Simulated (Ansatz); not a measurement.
**Ru5Si3 (space group Pbam, No. 55; a cell from a computed database, its experimental status unchecked)**

```
CELL_PARAMETERS angstrom
      5.20511     0.00000     0.00000
      0.00000     9.76987     0.00000
      0.00000     0.00000     4.01232
ATOMIC_POSITIONS crystal
  Si 0.00000 0.00000 0.00000
  Si 0.50000 0.50000 0.00000
  Si 0.36661 0.86391 0.50000
  Si 0.63339 0.13609 0.50000
  Si 0.86661 0.63609 0.50000
  Si 0.13339 0.36391 0.50000
  Ru 0.00000 0.50000 0.00000
  Ru 0.50000 0.00000 0.00000
  Ru 0.15653 0.77258 0.00000
  Ru 0.84347 0.22742 0.00000
  Ru 0.65653 0.72742 0.00000
  Ru 0.34347 0.27258 0.00000
  Ru 0.33407 0.60955 0.50000
  Ru 0.66593 0.39045 0.50000
  Ru 0.83407 0.89045 0.50000
  Ru 0.16593 0.10955 0.50000
```

Method: DFT with PBEsol, PAW potentials and a 420 eV plane-wave cutoff in Ansatz (a program for electronic structure), spin-orbit coupling left out. k-mesh 7×4×9 (Γ-centred); smearing 0.05 eV (Fermi–Dirac).

| Property | Result |
|---|---|
| Volume per atom | 12.75 Å³ |
| Density | 9.60 g/cm³ |
| Band gap | zero |
| Total energy | -3868.864 eV/atom (σ→0; compares only within this code and set-up) |

Stability against distortions was not tested. The final runs are not spin-polarised.
